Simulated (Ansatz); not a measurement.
## MoSi2: energy against volume

MoSi2 (MoSi2 type, I4/mmm, 13.060 Å³/atom and stress up to 0.01 GPa in the relaxed cell, c along z) under hydrostatic pressure, with the cell free. LDA in Ansatz, a plane-wave DFT program (PAW, default set), 420 eV, 20×20×20 Γ-centred mesh, Fermi-Dirac smearing 0.05 eV; ions are relaxed, or left where forces stay under 0.02 eV/Å, within the symmetry of each cell.

Here V stands for volume and E for E less E0.

| volume (Å³/atom) | E less E0 (meV/atom) | pressure (GPa) |
|---|---|---|
| 13.1787 | 0.75 | -2.00 |
| 13.1184 | 0.18 | -1.00 |
| 13.0598 | 0.00 | 0.00 |
| 13.0084 | 0.14 | 0.90 |
| 12.9412 | 0.77 | 2.10 |
| 12.8123 | 3.40 | 4.49 |
| 12.5877 | 12.80 | 8.98 |
| 12.3158 | 33.04 | 15.00 |
| 11.7474 | ? | ? |

The 8 complete rows are fitted with the third-order Birch-Murnaghan form, a cubic in V^(-2/3), E against V. With u = V^(-2/3) - 0.1821, the rows have u = -0.0028669, -0.0023180, -0.0017807, -0.0013060, -0.0006806, 0.0005341, 0.0027002, 0.0054102. Least squares gives E = 2.013 + 2266.7·u + 638400·u² + 491623·u³. Residuals (row less fit): 0.000, -0.003, 0.002, 0.000, 0.004, -0.006, 0.002, 0.000; standard error 0.004 (degrees of freedom: 4). Its minimum lies at u = -0.0017790, so V0 = (0.1803210)^(-3/2) = 13.06. There d²E/du² = 1272000 and d³E/du³ = 2950000, so B0 = (4/9) × 13.06^(-7/3) × 1272000 × 0.160218 = 225 GPa (the last factor turns the table's units into GPa), and B0' = 4 + (2/3) × 0.1803210 × (2950000)/1272000 = 4.3. B0' rests on the cubic coefficient alone and has a standard error of 0.1 from these residuals.

Predict the withheld E at V = 11.7474 from the fit, and compare with the calculation.

u = 0.0114109, so E = 2.013 + 2266.7 × 0.0114109 + 638400 × 0.0114109² + 491623 × 0.0114109³ = 111.734 meV/atom. The calculation gives 111.84 meV/atom, 0.106 meV/atom above the prediction (0.1 % of the range of E in the table). The row lies outside the fitted rows, so this is an extrapolation. The scatter of the fitted rows lies at the last printed digit.

In a metal these values are sensitive to mesh and smearing; energies are taken to zero smearing, stresses follow the free energy. Other structures, which can take over under pressure, weren't tried. The same form fitted to the pressure column gives B0' = 4.3; series where the two differ by over 0.4 aren't shown. Rows are the converged runs of the series near zero and its far end, less any whose ions stayed unrelaxed beside relaxed ones; series whose fitted rows scatter by over a few per cent of the range, as at a crossing or softening among them, aren't shown in this form.
